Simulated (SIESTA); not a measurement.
Band structure of the (001) slab of MgMo3 (cut from a parent of space group no. 225; 8 atoms in the cell).

```
MgMo3
1.0
    4.50924     0.00000     0.00000
   -4.50924     4.50924     0.00000
    0.00000     0.00000    14.78280
Mg Mo
2 6
Cartesian
  0.00000   0.00000   9.78280
 -2.25462   2.25462   6.59430
  2.25462   0.00000   8.18850
  0.00000   2.25462   8.18850
 -2.25462   2.25462   9.78280
  0.00000   2.25462   5.00000
  2.25462   0.00000   5.00000
  0.00000   0.00000   6.59430
```

Computed with GGA PBE, numerical atomic orbitals TZP, PseudoDojo PBE standard norm-conserving potentials (rewritten from UPF to PSML) (SIESTA).

Settings: XC.functional = GGA; XC.authors = PBE; potentials = PseudoDojo PBE standard; PAO.BasisSize = TZP; PAO.EnergyShift = 0.01 Ry; MeshCutoff = 350 Ry; kgrid.MonkhorstPack = 5 5 1; OccupationFunction = FD; ElectronicTemperature = 0.136 eV; MaxSCFIterations = 150; SCF.Mixer.Method = Pulay; SCF.Mixer.Weight = 0.2; SCF.Mixer.History = 6; SCF.DM.Tolerance = 1.0E-05.

The starting cell comes from a database of computed structures (which also holds hypothetical and non-ambient phases and stackings), without a prior relaxation at this level. The slab is cut from that crystal, and its faces are unrelaxed. Spin polarisation is off. The two faces of this cut differ, and no dipole correction was used. Values carry the incompleteness of an atom-centred basis.

Levels in eV from the Fermi level, bands 48 to 53:
```tsv
point	48	49	50	51	52	53
M	-1.07	-0.42	-0.42	-0.21	0.10	0.10
Γ	-0.96	-0.03	-0.03	0.05	0.06	0.38
X	-1.00	-0.95	-0.76	-0.51	-0.29	-0.09
```

Bands cross the Fermi level along this path, so the cell is metallic at this level.

Higher empty bands are left out: an atom-centred basis made for the valence describes them poorly.
